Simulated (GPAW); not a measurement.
## σxx against uniaxial strain in CsCl-type AuZn (space group 221): C11 (GPAW, LDA)

```yaml
crystal:
  lattice:
    - [3.05419, 0.00000, 0.00000]
    - [0.00000, 3.10070, 0.00000]
    - [0.00000, 0.00000, 3.10070]
  atoms:
    - { symbol: Zn, position: [0.50000, 0.50000, 0.50000] }
    - { symbol: Au, position: [0.00000, 0.00000, 0.00000] }
```

Method of the run: LDA (Perdew-Wang 92), GPAW PAW datasets LDA (gpaw-data 1.0.1) (plane waves; GPAW). Settings: mode = pw; ecut = 780 eV; xc = LDA; kpts = 22 22 22; mesh shift (steps) = 0 0 0; occupations.name = fermi-dirac; occupations.width = 0.05 eV; nbands = -8; convergence.density = 1e-06 e/electron; convergence.energy = 1e-06 eV/electron; symmetry.symmorphic = false; symmetry.tolerance = 0.0005; maxiter = 100. The cell above is the first row's. The rows stretch one cube axis (x) by the strain ε and hold the other two. Stress is positive in tension. In all rows fractional positions and the k mesh are held.

| ε (%) | σxx (GPa) |
|---|---|
| -1.5 | ? |
| -1.0 | -1.62 |
| -0.5 | -0.69 |
| 0.0 | 0.21 |
| 0.5 | 1.06 |
| 1.0 | 1.85 |
| 1.5 | 2.61 |
| 2.0 | 3.34 |

The 7 complete rows are fitted with a parabola, σxx against ε. Least squares gives σxx = 0.205 + 1.7381·ε - 0.0867·ε². Residuals (row less fit): 0.000, -0.004, 0.005, 0.008, -0.006, -0.007, 0.006; standard error 0.007 (degrees of freedom: 4). The slope at ε = 0, 1.7381 GPa per cent, gives C11 ≈ 100 × 1.7381 = 174 GPa, for the static lattice.

Estimate the missing σxx (ε = -1.5); what did the run itself give?

σxx = 0.205 + 1.7381 × (-1.5) - 0.0867 × (-1.5)² = -2.597 GPa. The calculation gives -2.57 GPa, 0.027 GPa above the prediction (0.5 % of the range of σxx in the table). The row lies outside the fitted rows, so this is an extrapolation. From the scatter of the fitted rows alone, a prediction at this place has a standard error of 0.014 GPa, so the miss is 1.9 times that.

Carrying the step between the two nearest rows on in a straight line would have given -2.55, off by 0.02; series whose last step already gives the withheld value aren't shown. The reference cell has the volume at which an earlier scan in this program and functional put its minimum by a fit. The runs keep the symmetry of the cell, so they don't test it for distortions. The unstrained cell stands at a pressure of -0.21 GPa, and the constants belong to that pressure. By symmetry this strain leaves no force on the atoms; the largest in the rows is 0.000 eV/Å. Spin-orbit coupling is off. Without a gap such slopes are sensitive to mesh and smearing. Cutoffs and mesh are single choices, not tested for convergence of this quantity. Series with a scatter that would blur these digits, or in which a gap closes, are not shown. Strain series were run only where this level's volume lies within 10 % of a first guess from the measured size.
